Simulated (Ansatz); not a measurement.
# How far PBE and PBEsol part for Ta, isotropic strain +3.24 %

Consider Ta in the bcc (W type) structure (space group Im-3m, No. 229; a = 3.321 Å; relaxed with 0.1 eV smearing).

(Cell as relaxed with PBE.)

Levels (all Ansatz, a first-principles code, PAW, earlier PAW set): PBE (420 eV, no SOC); PBEsol (420 eV, without spin-orbit coupling).

Each level relaxes its own structure.

```tsv
base	PBE	PBEsol
volume per atom	18.31 Å³	17.68 Å³
lattice parameter a	3.321 Å	3.282 Å
band gap	zero	zero
```

Modification: an isotropic linear strain of +3.24 %, atoms relaxed at fixed cell.

| quantity | PBE | PBEsol |
|---|---|---|
| pressure | -15.5 GPa | ? |
| energy relative to the base (free energy F) | +96 meV/atom | ? |

Problem. Predict the PBEsol column.

Solution. 
- pressure, PBEsol: -16.5 GPa
- energy relative to the base (free energy F), PBEsol: +99 meV/atom

PBE's pressure lies 1.0 GPa above PBEsol's; PBE's energy relative to the base lies 2.7 meV/atom below PBEsol's. Neither level is exact; PBEsol is the comparison here, not a measurement.

Whether these cells are dynamically stable was not tested. All final runs are without spin polarisation.
